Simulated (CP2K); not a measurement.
Band structure of K3Ga (I4/mmm, 4 atoms in the cell).

```xyz
4
Lattice="6.9095 0.0000 0.0000 2.1751 6.5582 0.0000 -4.5423 -3.2791 4.0443" Properties=species:S:1:pos:R:3 pbc="T T T"
K      3.4548     0.0000     2.0222
K      1.0875     3.2791     2.0222
K      4.5423     3.2791     0.0000
Ga     0.0000     0.0000     0.0000
```

Method of the run: LDA (Pade form), GPW, DZVP-MOLOPT-SR-GTH basis, GTH-PADE potentials (GTH_POTENTIALS) (CP2K 2026.2).

Settings: CUTOFF = 600 Ry; REL_CUTOFF = 40 Ry; SMEAR/METHOD = GAUSSIAN; SIGMA = 0.272 eV; KPOINTS/SCHEME = MONKHORST-PACK 6 6 6; GAMMA_CENTERED = T; XC_FUNCTIONAL = PADE; K/BASIS_SET = DZVP-MOLOPT-SR-GTH-q9; K/POTENTIAL = GTH-PADE-q9; Ga/BASIS_SET = DZVP-MOLOPT-SR-GTH-q13; Ga/POTENTIAL = GTH-PADE-q13; METHOD = GPW; EPS_DEFAULT = 1e-10; EXTRAPOLATION = USE_GUESS.

The starting cell comes from a database of computed structures (which also holds hypothetical and non-ambient phases and stackings), without a prior relaxation at this level. Its lattice was rescaled by a random factor within 2.5 % of one. Values carry the incompleteness of an atom-centred basis.

Levels in eV from the Fermi level, bands 17 to 22:
```json
[
 {"point": "Γ", "17": "-14.66", "18": "-5.51", "19": "-0.49", "20": "0.22", "21": "0.57", "22": "0.57"},
 {"point": "X", "17": "-14.66", "18": "-5.16", "19": "-0.86", "20": "-0.13", "21": "0.07", "22": "0.52"},
 {"point": "Y", "17": "-14.66", "18": "-5.18", "19": "-0.73", "20": "-0.44", "21": "-0.38", "22": "0.98"},
 {"point": "S", "17": "-14.66", "18": "-5.23", "19": "-1.05", "20": "-0.98", "21": "0.58", "22": "1.48"},
 {"point": "Z", "17": "-14.66", "18": "-5.32", "19": "-1.59", "20": "0.50", "21": "0.65", "22": "0.65"},
 {"point": "S1", "17": "-14.66", "18": "-5.23", "19": "-1.05", "20": "-0.98", "21": "0.58", "22": "1.48"},
 {"point": "N", "17": "-14.66", "18": "-5.24", "19": "-1.40", "20": "-0.15", "21": "0.56", "22": "0.73"},
 {"point": "P", "17": "-14.66", "18": "-5.16", "19": "-0.59", "20": "-0.59", "21": "-0.06", "22": "0.85"},
 {"point": "Y1", "17": "-14.66", "18": "-5.18", "19": "-0.73", "20": "-0.44", "21": "-0.38", "22": "0.98"}
]
```

Bands cross the Fermi level along this path, so the cell is metallic at this level.

Higher empty bands are left out: an atom-centred basis made for the valence describes them poorly.
